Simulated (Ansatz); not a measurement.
Ge3Si (model structure, P-4m2, No. 115, 4 atoms in the cell) was calculated with r²SCAN (Ansatz, a quantum-chemistry and plane-wave program, PAW).

Numerical settings: plane-wave cutoff 560 eV, 8×8×6 k mesh (along the axes of the cell as run), Fermi–Dirac smearing 0.01 eV, scalar-relativistic PAW data made under PBE.

Cell (relaxed at this level):

```xyz
4
Lattice="3.9663 0.0000 0.0000 0.0000 3.9663 0.0000 0.0000 0.0000 5.6046" Properties=species:S:1:pos:R:3 pbc="T T T"
Si     0.0000     0.0000     0.0000
Ge     1.9832     0.0000     1.3692
Ge     1.9832     1.9832     2.8023
Ge     0.0000     1.9832     4.2353
```

### Question
Give the computed band gap and bulk modulus B0.

### Answer

* **band gap**: 0.56 eV (on the SCF k mesh)
* **bulk modulus B0**: 78.2 GPa

Note: the bulk modulus is −V dP/dV from two relaxed cells at ±2 % in volume; the relaxation could raise the start's symmetry but not lower it, so the cell can be a saddle point.

Spin–orbit coupling is not included.

Static lattice: no zero-point or thermal effects.

Computing time: around 2.2 core-minutes (rough).

A model structure was made by putting elements into a prototype or built by hand; it is no filed structure, need not be a known phase, and can be a saddle point held by its symmetry.
